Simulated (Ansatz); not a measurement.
Start from SnPt in the NiAs type structure (space group P6_3/mmc, No. 194; a = 4.1250 Å, c = 5.4402 Å; relaxed with 0.1 eV smearing). Axes: x lies along a and z along c of the hexagonal cell.

Calculations: PBEsol (Ansatz, a quantum-chemistry and plane-wave program, PAW, no spin-orbit coupling).

For the base:

Shortest interatomic distance: 2.720 Å

Modification: biaxial strain −0.53 %, plane normal [001], relaxed out of plane (Cartesian); in-plane vectors clamped, the third vector and the atoms free.

### Question
What does the calculation give for the shortest interatomic distance after the change?

### Answer
The shortest interatomic distance increases by 0.009 Å (2.720 Å → 2.729 Å).

### Question
How does this affect the out-of-plane strain?

### Answer
The out-of-plane strain comes out as +0.33 %.

### Question
Estimate the effect on the in-plane stress.

### Answer
The mean in-plane stress (compression positive) amounts to +1.4 GPa.

No phonon test of stability was made. All final runs are without spin polarisation.
